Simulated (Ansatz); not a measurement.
Seebeck coefficient (μV/K, mean over directions) of p-type BP (F-43m) against carrier density, PBEsol, rigid bands (Ansatz, an electronic-structure program). Computed gap 1.11 eV; densities at which minority carriers matter at this gap, or further valleys turn the trend, are left out. Conductivity mass 0.39 mₑ (harmonic mean over directions), N_v = 3.9e19 cm⁻³ at 300 K.

| hole density | 300 K | 500 K |
|---|---|---|
| 1e16 cm⁻³ | 921 | … |
| 1e17 cm⁻³ | 722 | 788 |
| 1e18 cm⁻³ | 524 | 590 |
| 3e18 cm⁻³ | 430 | … |
| 1e19 cm⁻³ | … | 392 |
| 3e19 cm⁻³ | 237 | 299 |
| 1e20 cm⁻³ | 146 | 202 |
| 3e20 cm⁻³ | 81 | 124 |
| 1e21 cm⁻³ | 38 | 62 |

Task: Complete the blanks.

Result: 
- 1e16 cm⁻³, 500 K: 986
- 3e18 cm⁻³, 500 K: 495
- 1e19 cm⁻³, 300 K: 328

Rigid bands with a gap fixed in temperature, one relaxation time for all states, no polarons or phonon drag, and whether or not such doping can be reached. Spin-orbit coupling is left out; where it splits the top of the valence band, N_v and the p-type Seebeck coefficient come out somewhat high without it.
